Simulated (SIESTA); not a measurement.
Band structure of InSe (C2/m, 4 atoms in the cell).

```yaml
crystal:
  lattice:
    - [5.82639, -2.05465, 0.00000]
    - [5.82639, 2.05465, 0.00000]
    - [-1.72323, 0.00000, 4.77135]
  atoms:
    - { symbol: In, position: [0.11180, 0.11180, 0.95316] }
    - { symbol: In, position: [0.88820, 0.88820, 0.04684] }
    - { symbol: Se, position: [0.33907, 0.33907, 0.33104] }
    - { symbol: Se, position: [0.66093, 0.66093, 0.66896] }
```

Method: GGA PBEsol, numerical atomic orbitals DZP, PseudoDojo PBEsol standard norm-conserving potentials (rewritten from UPF to PSML) in SIESTA.

Settings: XC.functional = GGA; XC.authors = PBEsol; potentials = PseudoDojo PBEsol standard; PAO.BasisSize = DZP; PAO.EnergyShift = 0.01 Ry; MeshCutoff = 300 Ry; kgrid.MonkhorstPack = 5 5 4; OccupationFunction = FD; ElectronicTemperature = 10 K; MaxSCFIterations = 150; SCF.Mixer.Method = Broyden; SCF.Mixer.Weight = 0.1; SCF.Mixer.History = 6; SCF.DM.Tolerance = 1.0E-05.

The starting cell comes from a database of computed structures (which also holds hypothetical and non-ambient phases and stackings), without a prior relaxation at this level. Values carry the incompleteness of an atom-centred basis.

Task: Predict the gap along the standard path and the places of the band edges.

Result: The gap along the path is 1.18 eV, from a point between Γ and Z to Y; the smallest direct gap on it is 1.34 eV.

Levels in eV from the top of the valence band on the path, bands 26 to 30:
| point | 26 | 27 | 28 | 29 | 30 |
|---|---|---|---|---|---|
| X | -2.19 | -1.79 | -1.58 | -1.21 | 1.70 |
| Γ | -2.25 | -2.05 | -1.31 | -1.17 | 2.74 |
| Y | -1.85 | -1.50 | -1.12 | -0.38 | 1.18 |
| L | -3.01 | -2.19 | -2.12 | -1.32 | 2.49 |
| Z | -1.74 | -1.35 | -0.73 | -0.50 | 2.12 |
| N | -3.01 | -2.19 | -2.12 | -1.32 | 2.49 |
| M | -2.43 | -1.18 | -0.72 | -0.05 | 1.43 |
| R | -2.19 | -1.79 | -1.58 | -1.21 | 1.70 |

Higher empty bands are left out: an atom-centred basis made for the valence describes them poorly.
